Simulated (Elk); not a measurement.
Band structure of Hf (Fm-3m, 1 atom in the cell).

```
Hf
1.0
    0.00000     2.22000     2.22000
    2.22000     0.00000     2.22000
    2.22000     2.22000     0.00000
Hf
1
Cartesian
  0.00000   0.00000   0.00000
```

Method of the run: LDA (PW92), all-electron FP-LAPW, Elk's shipped species files, LAPW+lo basis run with Elk.

Settings: xctype = 3; rgkmax = 8; stype = 3; swidth = 0.00183747 Ha; ngridk = 13 13 13; gmaxvr = 16 1/bohr; nxoapwlo = 1.

The starting cell comes from a database of published, mostly measured structures (it also holds non-ambient and calculated ones), without a prior relaxation at this level. Spin-orbit coupling is off. Values depend on the basis (sphere radii, cutoffs, local orbitals), which need not be converged.

Levels in eV from the Fermi level, bands 10 to 16:
| point | 10 | 11 | 12 | 13 | 14 | 15 | 16 |
|---|---|---|---|---|---|---|---|
| Γ | -11.63 | -11.63 | -7.25 | 1.33 | 1.33 | 1.33 | 4.17 |
| X | -11.66 | -11.64 | -3.36 | -2.24 | 2.74 | 6.36 | 7.02 |
| W | -11.67 | -11.64 | -1.84 | -0.39 | -0.39 | 2.47 | 7.04 |
| K | -11.66 | -11.64 | -2.30 | -1.46 | 0.92 | 4.00 | 6.00 |
| L | -11.65 | -11.62 | -3.71 | 0.78 | 1.11 | 1.11 | 6.38 |
| U | -11.66 | -11.64 | -2.30 | -1.46 | 0.92 | 4.00 | 6.00 |

Bands cross the Fermi level along this path, so the cell is metallic at this level.
